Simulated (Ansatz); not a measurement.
Input:

```yaml
crystal:
  lattice:
    - [5.49210, 0.00000, 0.00000]
    - [0.00000, 5.49210, 0.00000]
    - [2.74605, -2.74605, 5.22542]
  atoms:
    - { symbol: Zn, position: [0.00000, 0.00000, 0.00000] }
    - { symbol: Cu, position: [0.75000, 0.75000, 0.50000] }
    - { symbol: Cu, position: [0.25000, 0.25000, 0.50000] }
    - { symbol: Sn, position: [0.50000, 0.50000, 0.00000] }
    - { symbol: S, position: [0.62303, 0.89412, 0.27108] }
    - { symbol: S, position: [0.89412, 0.10588, 0.72892] }
    - { symbol: S, position: [0.10588, 0.37697, 0.27108] }
    - { symbol: S, position: [0.37697, 0.62303, 0.72892] }
```

No spin polarisation.

A single point on ZnCu2SnS4 with a change (biaxial strain +2.23 %, plane normal [001], relaxed out of plane), its geometry relaxed with PBEsol.

The values are results of r2SCAN in Ansatz (plane waves to 500 eV, PAW, no spin-orbit coupling), not measurements. k-mesh 9×9×9 (Γ-centred); smearing 0.05 eV (Fermi–Dirac).

**Question.** Predict the pressure and band gap.

**Answer.** The pressure is 0.2 GPa and the band gap is 0.26 eV.

Single points use the geometry relaxed with PBEsol. Stability against distortions was not tested. All final runs are without spin polarisation. The cell was made from ZnCu2SnS4 (space group I-42m, No. 121; a cell from a computed database, its experimental status unchecked) by this change: biaxial strain +2.23 %, plane normal [001], relaxed out of plane. The zero or small gap of ZnCu2SnS4 can change with the level of theory.

Ansatz is a quantum-chemistry and plane-wave program.
